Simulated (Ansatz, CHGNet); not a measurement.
# How the equilibrium lattice constant a of TaAs (model structure, started from the WC type, P-6m2, No. 187, 2 atoms in the cell) moves with the method

No measured value is used here.

| level (code) | value (Å) |
|---|---|
| CHGNet 0.3.0 | 3.446 |
| LDA (Ansatz) | 3.349 |
| PBE (Ansatz) | 3.414 |
| PBEsol (Ansatz) | 3.370 |
| PBE-D3(BJ) (Ansatz) | 3.365 |
| r²SCAN (Ansatz) | 3.408 |
| r²SCAN+rVV10 (Ansatz) | 3.394 |

Density-functional levels without +SOC have no spin–orbit coupling. Cutoffs differ between the levels. Ansatz's density-functional and Hartree–Fock values are scalar-relativistic unless marked +SOC, with PAW data made under PBE.

Machine-learned potentials (CHGNet 0.3.0) are trained on DFT data: a solid inside that data is no test of them.

A model structure was made by putting elements into a prototype or built by hand; it is no filed structure, need not be a known phase, and can be a saddle point held by its symmetry.

Ansatz is an electronic-structure program.
